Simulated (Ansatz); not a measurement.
## CaO: response to strain

Take CaO in the rock salt structure (space group Fm-3m, No. 225; a = 4.767 Å) as the base.

Strains are applied to the cell and any free atomic positions relax.

Computed with PBEsol (Ansatz, a first-principles code, PAW, no SOC).

Notes on the quantities. energy relative to the base: free energy F.

| case | electron mass | energy relative to the base | volume per atom | band gap |
|---|---|---|---|---|
| base | 1.4 mₑ along k, 0.42 mₑ across (at X) | 0 meV/atom | 13.54 Å³ | 3.54 eV |
| isotropic strain −3.00 % | 1.4 mₑ along k, 0.39 mₑ across (at X) | +44 meV/atom | 12.36 Å³ | 3.47 eV |
| isotropic strain −2.50 % | 1.4 mₑ along k, 0.40 mₑ across (at X) | +30 meV/atom | 12.55 Å³ | 3.49 eV |
| isotropic strain −2.00 % | 1.4 mₑ along k, 0.40 mₑ across (at X) | +19 meV/atom | 12.75 Å³ | 3.50 eV |
| isotropic strain −1.50 % | 1.4 mₑ along k, 0.41 mₑ across (at X) | +10 meV/atom | 12.94 Å³ | 3.52 eV |
| isotropic strain −0.50 % | 1.4 mₑ along k, 0.42 mₑ across (at X) | +1.1 meV/atom | 13.34 Å³ | 3.54 eV |
| isotropic strain +0.50 % | 1.4 mₑ along k, 0.42 mₑ across (at X) | +1.1 meV/atom | 13.75 Å³ | 3.55 eV |
| isotropic strain +1.00 % | (withheld) | (withheld) | 13.95 Å³ | (withheld) |
| isotropic strain +2.00 % | 1.4 mₑ along k, 0.44 mₑ across (at X) | +16 meV/atom | 14.37 Å³ | 3.57 eV |
| isotropic strain +2.50 % | 1.4 mₑ along k, 0.44 mₑ across (at X) | +25 meV/atom | 14.58 Å³ | 3.57 eV |

Problem. Fill in the withheld entries from the trend.

Solution. 
- isotropic strain +1.00 %, electron mass: 1.4 mₑ along k, 0.43 mₑ across (at X)
- isotropic strain +1.00 %, energy relative to the base: +4.2 meV/atom
- isotropic strain +1.00 %, band gap: 3.56 eV

Masses are band curvatures over ±0.01 Å⁻¹ around the edge. Along k means along the line from Γ to the band edge. Whether these cells are dynamically stable was not tested.
